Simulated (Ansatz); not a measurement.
The (11-22) surface of hcp Tl in its 1x1 cell, outermost plane spacing 1.51 Å in the ideal cut

Computed with r2SCAN, at the PBE geometry (plane waves to 500 eV, PAW; Ansatz, a first-principles code).

Set-up: 16 atoms, 10.6 Å thick at the start; mesh 6x6x1; 0.1 eV smearing; dipole correction on; single point; on the structure that PBE left under its start's symmetry; no spin, no spin-orbit, no U.

The surface energy (mean of both faces) comes out as 0.36 J/m^2, the work function of the top face comes out as 3.52 eV and the cost is roughly 6 core-minutes.
